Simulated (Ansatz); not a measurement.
# A computed series for GaSb: pressure series

The reference is GaSb in the zinc blende structure (space group F-43m, No. 216).

```
GaSb
1.0
    0.00000     3.06622     3.06622
    3.06622     0.00000     3.06622
    3.06622     3.06622     0.00000
Sb Ga
1 1
Direct
  0.75000   0.75000   0.75000
  0.00000   0.00000   0.00000
```

Cell and atoms are relaxed at each pressure.

Level of theory: plane-wave PAW DFT at the r2SCAN level (Ansatz, an electronic-structure program, 500 eV), spin-orbit coupling left out.

Candidates:
(a) pressure 7.5 GPa
(b) pressure −1 GPa
(c) pressure −2 GPa

Base values:

```
Item        Value
--------  -------
Band gap  0.41 eV
```

### Question
Order them by band gap, highest first.

### Answer
(a) pressure 7.5 GPa (0.94 eV), (b) pressure −1 GPa (0.26 eV), (c) pressure −2 GPa (0.10 eV)

Spin-orbit coupling, missing from the scalar runs, can matter with Sb. Load acts through the strain it causes; cell and atoms are relaxed under it. No phonon test of stability was made. Tetrahedral semiconductors of this kind turn to denser phases somewhere between about 1 and 50 GPa; those were not computed, so compressed cells here can lie past the real transition. The zero or small gap of GaSb under pressure −1 GPa and GaSb under pressure −2 GPa can change with the level of theory.
